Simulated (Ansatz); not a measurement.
Consider MgO (space group P6_3/mmc, No. 194; a = 3.4939 Å, c = 4.1941 Å; a cell from a computed database, its experimental status unchecked).

Perturbation: cell and atoms relaxed at a pressure of 0.7 GPa.

Levels (all Ansatz, a quantum-chemistry and plane-wave program, PAW): PBEsol (420 eV, no spin-orbit coupling); HSE06 (420 eV, scalar-relativistic without spin-orbit coupling).

The geometry is relaxed with PBEsol.

```
Quantity           Value
---------------  -------
PBEsol band gap  3.30 eV
```

With HSE06 at the same geometry, the band gap goes up by 1.73 eV, from 3.30 eV to 5.03 eV.

Single points use the geometry relaxed with PBEsol. Load acts through the strain it causes; cell and atoms are relaxed under it. Stability against distortions was not tested. This is not the structure that MgO has at room temperature and ambient pressure.
